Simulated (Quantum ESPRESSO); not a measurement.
# Several settings converged on HgTe (C2, 6 atoms in the cell)

```xyz
6
Lattice="4.6489 0.0000 0.0000 -2.3245 4.0261 0.0000 0.0000 0.0000 10.3768" Properties=species:S:1:pos:R:3 pbc="T T T"
Hg     1.6000     2.7712     0.0000
Hg     1.4990     0.0000     6.9179
Hg    -0.7245     1.2549     3.4589
Te     1.1941     2.0683     5.1884
Te     2.2607     0.0000     1.7295
Te    -1.1303     1.9578     8.6473
```

Base method: LDA (PZ), GBRV 1.5 ultrasoft (LDA) pseudopotentials (plane waves; Quantum ESPRESSO).

Base settings: ecutwfc = 40 Ry; ecutrho = 200 Ry; occupations = smearing; smearing = fermi-dirac; degauss = 0.00147 Ry; potentials = {Hg: hg_lda_v1.uspp.F.UPF, Te: te_lda_v1.uspp.F.UPF}; K_POINTS = automatic 2 2 1 0 0 0; conv_thr = 1e-10 Ry.

The count of work is k-points × plane waves × bands × iterations; it is no time. 

**The plane-wave cutoff**

Moved along: ecutrho.

The second cell is the first with its lattice scaled by 0.98.

The mesh stays at the base's, so the ladder's end is converged at best in this setting alone.

Only quantities that move along the ladder and can be compared are tabulated; the gap is left out on so coarse a mesh.

| ecutwfc | free energy less the last step's (meV/atom) | energy of the compressed cell less the first (meV/atom) | pressure (GPa) | largest difference of a force vector from the last step's (eV/Å) | count of work / last |
|---|---|---|---|---|---|
| 14 Ry | 1830.58 | 108.24 | -50.52 | 0.009 | 0.056 |
| 18 Ry | 157.65 | 8.26 | -6.73 | 0.004 | 0.075 |
| 22 Ry | 11.64 | 16.64 | -0.44 | 0.001 | 0.10 |
| 28 Ry | 7.22 | 17.07 | -0.15 | 0.000 | 0.15 |
| 40 Ry | 5.89 | 17.06 | -0.12 | 0.000 | 0.25 |
| 96 Ry | 0.00 | 17.06 | -0.12 | 0.000 | 1.0 |

Coarsest ecutwfc that holds the free energy within 5 meV/atom: not settled: the last two steps still differ by 5.9 meV/atom, over half the tolerance, so the ladder does not show it.

Coarsest ecutwfc that holds the forces within 0.005 eV/Å of the last step, with all finer ones: 18 Ry, at 0.075 of the last step's count of work; the step before is off by 0.009 eV/Å.

Coarsest ecutwfc that holds the energy of the compressed cell less the first within 0.5 meV/atom of the last step, with all finer ones: 22 Ry, at 0.10 of the last step's count of work; the step before is off by 8.8 meV/atom.

At the lowest cutoff the pressure lies 50.4 GPa under the last step's, the usual sign of Pulay stress in an incomplete plane-wave basis.

**The cutoff for other potential files**

Level: DFT, LDA (PW92), plane waves, PseudoDojo standard norm-conserving (LDA) pseudopotentials.

In this ladder: ecutrho = default; pseudopotentials = {Hg: Hg.upf, Te: Te.upf}.

The mesh stays at the base's, so the ladder's end is converged at best in this setting alone.

Only quantities that move along the ladder and can be compared are tabulated; the gap is left out on so coarse a mesh.

```tsv
ecutwfc	free energy less the last step's (meV/atom)	pressure (GPa)	largest difference of a force vector from the last step's (eV/Å)	count of work / last
38 Ry	13217.24	-280.58	0.051	0.12
59 Ry	100.36	-6.76	0.001	0.21
85 Ry	1.50	-0.53	0.000	0.35
128 Ry	0.56	-0.52	0.000	0.65
170 Ry	0.00	-0.52	0.000	1.0
```

Coarsest ecutwfc that holds the pressure within 0.05 GPa of the last step, with all finer ones: 85 Ry, at 0.35 of the last step's count of work; the step before is off by 6.2 GPa.

Coarsest ecutwfc that holds the free energy within 2 meV/atom of the last step, with all finer ones: 85 Ry, at 0.35 of the last step's count of work; the step before is off by 100 meV/atom.

Coarsest ecutwfc that holds the forces within 0.01 eV/Å of the last step, with all finer ones: 59 Ry, at 0.21 of the last step's count of work; the step before is off by 0.051 eV/Å.

At the lowest cutoff the pressure lies 280 GPa under the last step's, the usual sign of Pulay stress in an incomplete plane-wave basis.

On the base run: the starting cell comes from a database of computed structures (which also holds hypothetical and non-ambient phases and stackings), without a prior relaxation at this level. Its lattice was rescaled by up to half a per cent. One atom was moved a little off its site on purpose.
